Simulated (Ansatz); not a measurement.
Given:

```
CELL_PARAMETERS angstrom
     -1.49854     1.49854     1.49854
      1.49854    -1.49854     1.49854
      1.49854     1.49854    -1.49854
ATOMIC_POSITIONS crystal
  V  0.00000 0.00000 0.00000
```

All values below come from PBE, rigid bands (plane waves, PAW, scalar-relativistic; Ansatz, a program for electronic structure). Condition of this run: functional PBE, cell relaxed with it. How the cell was made: cell and atoms relaxed with PBE.

### Question
Predict the product ρ₀λ of resistivity and mean free path that follows from the Fermi surface's area.

### Answer
3.5 ×10⁻¹⁶ Ω·m².

### Question
And the Drude plasma energy and the root-mean-square Fermi velocity at 300 K?

### Answer
8.1 eV; 4.3e5 m/s.

A metal at this level (no band gap); rigid bands, thermally averaged at 300 K, both spins. Spin-orbit coupling is left out. τ is one relaxation time for all states; the product of resistivity and mean free path takes one path for all states instead.

Treated as nonmagnetic (a ferromagnetic start lost its moment, other orders weren't tried): V (Im-3m).
